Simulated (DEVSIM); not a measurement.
# Schottky contact on p-type GaP

System: Schottky contact on p-type GaP, at 250 K.

| layer (left to right) | material | thickness (μm) | Na (cm⁻³) | τn (s) | τp (s) |
|---|---|---|---|---|---|
| 1 | GaP | 1.90 | 7.4e16 | 6.5e-7 | 6.5e-7 |

Left contact: Schottky, work function 4.48 eV, emission velocity 6.5e6 cm/s. Right contact: ohmic. Voltage is applied to the left contact. Recombination: SRH at mid-gap. Mobility is μmin + (μ − μmin)/(1 + (N/Nref)^α).

Constants are typed, rounded textbook-type inputs, not results; the design itself was drawn at random and stands for no fabricated device. Values at 300 K; Nc and Nv go as T^1.5, mobilities as T to minus their exponent, the gap by Varshni's rule with the affinity fixed.

| parameter | GaP |
|---|---|
| gap (eV) | 2.26 |
| affinity (eV) | 3.8 |
| permittivity | 11.1 |
| Nc (cm⁻³) | 1.8e19 |
| Nv (cm⁻³) | 1.9e19 |
| μn (cm²/Vs) | 250 |
| μp (cm²/Vs) | 150 |
| μn,min | 10 |
| μp,min | 10 |
| Nref,n | 4.4e18 |
| Nref,p | 1e18 |
| αn | 0.8 |
| αp | 0.85 |
| T exponent of μn | 1.6 |
| T exponent of μp | 1.98 |
| Varshni α (eV/K) | 0.00058 |
| Varshni β (K) | 372 |

Model (solved in DEVSIM): 1D drift-diffusion, Boltzmann statistics, complete ionisation; no tunnelling, impact ionisation, image-force lowering or self-heating. Metal contacts follow the ideal Schottky-Mott rule: no Fermi-level pinning, no interface dipoles.

The potential step across the device at zero bias is 1.486 V and the largest field in the device at zero bias is 190000 V/cm. The dark forward voltage at 1 A/cm² is 1.252 V and the dark forward voltage at 100 A/cm² comes out as 1.365 V.

Dark forward current:

| V (V) | J (A/cm²) |
|---|---|
| -0.60 | -8.7e-14 |
| -0.65 | -8.8e-13 |
| -0.70 | -8.9e-12 |
| -0.75 | -9.0e-11 |
| -0.80 | -9.1e-10 |
| -0.85 | -9.2e-9 |
| -0.90 | -9.3e-8 |
| -0.95 | -9.3e-7 |
| -1.00 | -9.4e-6 |
| -1.05 | -9.4e-5 |
| -1.10 | -0.00094 |
| -1.15 | -0.0094 |
| -1.20 | -0.093 |
| -1.25 | -0.91 |
| -1.30 | -8.5 |
| -1.35 | -65 |
| -1.40 | -270 |
| -1.45 | -640 |
| -1.50 | -1100 |
| -1.55 | -1600 |
| -1.60 | -2100 |

Small-signal capacitance in reverse bias (quasi-static):

```tsv
V (V)	C (nF/cm²)
0.2	59.2
0.5	54.5
1	48.6
1.5	44.3
2	41.0
3	36.1
4	32.7
5	30.0
6.5	27.0
8	24.8
10	22.5
```
